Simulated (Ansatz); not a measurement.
**How far to go with the plane-wave cutoff: TiO2 (Imm2, 6 atoms in the cell)**

```xyz
6
Lattice="-1.8830 1.8830 4.7312 1.8830 -1.8830 4.7312 1.8830 1.8830 -4.7312" Properties=species:S:1:pos:R:3 pbc="T T T"
Ti     0.0000     1.8830     2.4156
Ti     0.0000     0.0000     0.0000
O      0.0000     1.8830     0.3974
O      0.0000     0.0000     7.4943
O      0.0000     0.0000     1.9682
O      0.0000     1.8830     4.3338
```

Method of the run: LDA (PW92), default PAW files made with PBE (plane waves; Ansatz, a first-principles code).

Base settings: basis.ecutwfc = 420 eV; kpoints.mp_grid.grid = 6 6 6; hamiltonian.xc = lda; hamiltonian.pseudopotentials = {kind: paw} (the program's default PAW files); scf.occupations.method = fermi_dirac; scf.occupations.width = 0.02 eV.

The second cell is the first with its lattice scaled by 0.98.

The mesh stays at the base's, so the ladder's end is converged at best in this setting alone.

The first pressure column holds Ansatz's estimate of the finite-basis (Pulay) stress, which hides part of the cutoff error; the other is without it.

Only quantities that move along the ladder and can be compared are tabulated.

The count of work is k-points × plane waves × bands × iterations; it is no time. 

The starting cell has typed, rounded lattice constants, without a prior relaxation at this level. Its lattice was rescaled by up to half a per cent. One atom was moved a little off its site on purpose. In the base run, with a pressure of about -3 GPa the cell is away from its equilibrium volume at this level.

| basis.ecutwfc | free energy less the last step's (meV/atom) | energy of the compressed cell less the first (meV/atom) | pressure (GPa) | pressure without the Pulay estimate (GPa) | largest difference of a force vector from the last step's (eV/Å) | count of work / last |
|---|---|---|---|---|---|---|
| 145 eV | 24776.76 | 134.63 | 61.43 | -747.31 | 3.304 | 0.067 |
| 170 eV | 13332.71 | 132.98 | 50.03 | -507.49 | 1.605 | 0.083 |
| 190 eV | 7789.74 | 175.06 | 22.09 | -352.37 | 1.162 | 0.10 |
| 210 eV | 4604.70 | 64.04 | 1.02 | -243.35 | 0.895 | 0.10 |
| 230 eV | 2732.25 | -5.75 | -9.48 | -166.18 | 0.492 | 0.12 |
| 250 eV | 1633.72 | -26.20 | -11.90 | -113.28 | 0.139 | 0.12 |
| 295 eV | 475.04 | 9.29 | -5.29 | -44.36 | 0.141 | 0.18 |
| 335 eV | 137.89 | 16.62 | -3.47 | -17.90 | 0.032 | 0.19 |
| 380 eV | 29.17 | 16.72 | -3.27 | -7.05 | 0.004 | 0.22 |
| 420 eV | 6.94 | 16.74 | -3.23 | -4.20 | 0.002 | 0.26 |
| 460 eV | 2.17 | 16.78 | -3.21 | -3.41 | 0.001 | 0.31 |
| 505 eV | 1.30 | 16.82 | -3.20 | -3.23 | 0.001 | 0.35 |
| 565 eV | 1.05 | 16.81 | -3.20 | -3.23 | 0.001 | 0.43 |
| 630 eV | 0.83 | 16.78 | -3.21 | -3.23 | 0.001 | 0.49 |
| 735 eV | 0.65 | 16.75 | -3.22 | -3.23 | 0.000 | 0.63 |
| 840 eV | 0.33 | 16.74 | -3.22 | -3.25 | 0.000 | 0.75 |
| 1010 eV | 0.00 | 16.72 | -3.22 | -3.23 | 0.000 | 1.0 |

Coarsest basis.ecutwfc that holds the forces within 0.02 eV/Å of the last step, with all finer ones: 380 eV, at 0.22 of the last step's count of work; the step before is off by 0.032 eV/Å.

Coarsest basis.ecutwfc that holds the energy of the compressed cell less the first within 0.5 meV/atom of the last step, with all finer ones: 335 eV, at 0.19 of the last step's count of work; the step before is off by 7.4 meV/atom.

Coarsest basis.ecutwfc that holds the free energy within 5 meV/atom of the last step, with all finer ones: 460 eV, at 0.31 of the last step's count of work; the step before is off by 6.9 meV/atom.

The energy difference between the two cells stays within 1 meV/atom of the last step's from 335 eV on, the total only from 630 eV on: much of the error is common to both cells and cancels.

At the lowest cutoff the pressure without the Pulay estimate lies 744 GPa under the last step's, the usual sign of Pulay stress in an incomplete plane-wave basis.

Keys are those of Ansatz 0.2.
